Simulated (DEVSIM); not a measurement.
Structure: illuminated Si p-on-n cell, one wavelength, at 350 K.

Layer 1 from the left is Si, thickness (μm) 0.0960, Na (cm⁻³) 1e18, τn (s) 1.8e-7, τp (s) 1.9e-6, absorption coefficient (cm⁻¹) 5700. Layer 2 from the left is Si, thickness (μm) 250, Nd (cm⁻³) 2.5e15, τn (s) 1.3e-5, τp (s) 1.3e-5, absorption coefficient (cm⁻¹) 5700.

Left contact: ohmic, minority electron recombination velocity 5000 cm/s. Right contact: ohmic, minority hole recombination velocity 4000 cm/s. Voltage is applied to the left contact. Recombination: SRH at mid-gap, radiative, Auger. Light enters at the left, 2.3e16 photons cm⁻² s⁻¹, one pass, no reflection. Mobility is μmin + (μ − μmin)/(1 + (N/Nref)^α).

The device is made up for the run: typed textbook-type constants, with dimensions and the other settings drawn at random. Values at 300 K; Nc and Nv go as T^1.5, mobilities as T to minus their exponent, the gap by Varshni's rule with the affinity fixed.

Si: gap (eV) 1.124, affinity (eV) 4.05, permittivity 11.7, Nc (cm⁻³) 2.86e19, Nv (cm⁻³) 3.1e19, μn (cm²/Vs) 1417, μp (cm²/Vs) 470, μn,min 52, μp,min 45, Nref,n 9.7e16, Nref,p 2.2e17, αn 0.68, αp 0.72, T exponent of μn 2.3, T exponent of μp 2.2, B (cm³/s) 4.7e-15, Cn (cm⁶/s) 2.8e-31, Cp (cm⁶/s) 9.9e-32, Varshni α (eV/K) 0.000473, Varshni β (K) 636.

Model (solved in DEVSIM): 1D drift-diffusion, Boltzmann statistics, complete ionisation; no tunnelling, impact ionisation, image-force lowering or self-heating.

What does the simulation give for the potential step across the device at zero bias, the largest field in the device at zero bias, the dark forward voltage at 100 A/cm², the fill factor?

potential step across the device at zero bias 0.711 V; largest field in the device at zero bias 61000 V/cm; dark forward voltage at 100 A/cm² 0.952 V; fill factor 0.74.
